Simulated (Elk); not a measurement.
Elk run on BaO (P4_2/mmc, 4 atoms in the cell): self-consistent single point.

Level of theory: PBE, all-electron FP-LAPW, Elk's shipped species files, default APW+lo basis in Elk.

The change in words: lattice scaled by 1.03. Reference geometry:
```
BaO
1.0
    3.86587     0.00000     0.00000
    0.00000     3.86587     0.00000
    0.00000     0.00000     6.80705
Ba O
2 2
Direct
  0.00000   0.50000   0.00000
  0.50000   0.00000   0.50000
  0.00000   0.00000   0.25000
  0.00000   0.00000   0.75000
```

Reference input (self-consistent single point, DFT, PBE, all-electron FP-LAPW, Elk's shipped species files, default APW+lo basis): xctype = 20; stype = 1; swidth = 0.00499791 Ha; ngridk = 5 5 3; rmtscf = 0.99; maxscl = 100. This run's input differs from it in these lines:

```diff
@@ -19,5 +19,5 @@
 avec
-    7.3054336437    0.0000000000    0.0000000000
-    0.0000000000    7.3054336437    0.0000000000
-    0.0000000000    0.0000000000   12.8634564372
+    7.5245965207    0.0000000000    0.0000000000
+    0.0000000000    7.5245965207    0.0000000000
+    0.0000000000    0.0000000000   13.2493592988
```

The program printed (abridged):

```
│ Self-consistent loop started │
│ Loop number : 1 │
 total energy                :     -16445.4102416
│ Loop number : 2 │
 total energy                :     -16445.3053566
RMS change in Kohn-Sham potential (target) :    1.210169404     (  0.1000000000E-05)
Absolute change in total energy (target)   :   0.1048849149     (  0.1000000000E-03)
│ Loop number : 3 │
 total energy                :     -16445.0757057
RMS change in Kohn-Sham potential (target) :    1.194145041     (  0.1000000000E-05)
Absolute change in total energy (target)   :   0.2558722113     (  0.1000000000E-03)
│ Loop number : 4 │
   [... lines left out ...]
Absolute change in total energy (target)   :   0.3208899907E-03 (  0.1000000000E-03)
│ Loop number : 15 │
 total energy                :     -16429.6100890
RMS change in Kohn-Sham potential (target) :   0.1149913460E-05 (  0.1000000000E-05)
Absolute change in total energy (target)   :   0.1171629992E-04 (  0.1000000000E-03)
│ Loop number : 16 │
 total energy                :     -16429.6100662
RMS change in Kohn-Sham potential (target) :   0.5542548443E-06 (  0.1000000000E-05)
Absolute change in total energy (target)   :   0.2575126564E-04 (  0.1000000000E-03)
Convergence targets achieved

│ Loop number : 17 │

Energies :
 Fermi                       :     0.170953158070
 total energy                :     -16429.6100668

Density of states at Fermi energy :    1.172314132
 (states/Hartree/unit cell)

Estimated indirect band gap :   0.2351457927E-01
 from k-point      6 to k-point      1
Estimated direct band gap   :   0.2853067180E-01
 at k-point      1

Charges :
 core                        :    76.00000000
 valence                     :    52.00000000
 interstitial                :    5.564026519
 muffin-tins (core leakage)
  species :    1 (Ba)
   atom    1                 :    53.68955423     (  0.6487779878E-05)
   atom    2                 :    53.68955423     (  0.6487779878E-05)
  species :    2 (O)
   atom    1                 :    7.528432508     (  0.1047954901E-07)
   atom    2                 :    7.528432508     (  0.1047954901E-07)
 total in muffin-tins        :    122.4359735
 total calculated charge     :    128.0162224
 total charge                :    128.0000000
 error                       :   0.1622237731E-01

│ Self-consistent loop stopped │
```

The run converged in 17 iterations. The count includes the last loop, which Elk runs after its targets are met. Against the reference run the total energy goes down by 4.2 meV/atom and the gap on the mesh goes from 0.573 to 0.640 eV.

The starting cell was generated: these elements placed on a structure prototype, without a prior relaxation; it need not be a known phase or ordering of this composition. For this run, on top of that: lattice scaled by 1.03. Values depend on the basis (sphere radii, cutoffs, local orbitals), which need not be converged.
